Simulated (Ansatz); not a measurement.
Effect of biaxial strain −0.81 %, plane normal [001], relaxed out of plane on BaTiO3

Consider BaTiO3 (space group P4mm, No. 99; a = 3.9728 Å, c = 4.1123 Å). Axes: x, y, z lie along a, b, c of the conventional cell.

Perturbation: biaxial strain −0.81 %, plane normal [001], relaxed out of plane (Cartesian); in-plane vectors clamped, the third vector and the atoms free.

Level of theory: Ansatz (an electronic-structure program), r2SCAN, PAW, cutoff 500 eV, spin-orbit coupling left out, earlier PAW set. Settings: 8×8×8 k-points, 0.05 eV Fermi–Dirac smearing.

| quantity | base | changed | shift |
|---|---|---|---|
| energy relative to the base (free energy F) | 0 meV/atom | +1.5 meV/atom | +1.5 meV/atom |
| pressure (mean of the normal stresses, compression positive) | 0.0 kbar | 15.5 kbar | +15.5 kbar |
| band gap | 2.23 eV | 2.26 eV | +0.024 eV |
| gap character | indirect, A → Γ | indirect, A → Γ | – |
| width of the top valence band | 1.30 eV | 1.42 eV | +0.12 eV |
| out-of-plane strain | – | +1.26 % | – |
| ratio −ε⊥/ε∥ | – | 1.55 | – |
| mean in-plane stress (compression positive) | – | +2.3 GPa | – |

Stability against distortions was not tested. All final runs are without spin polarisation.
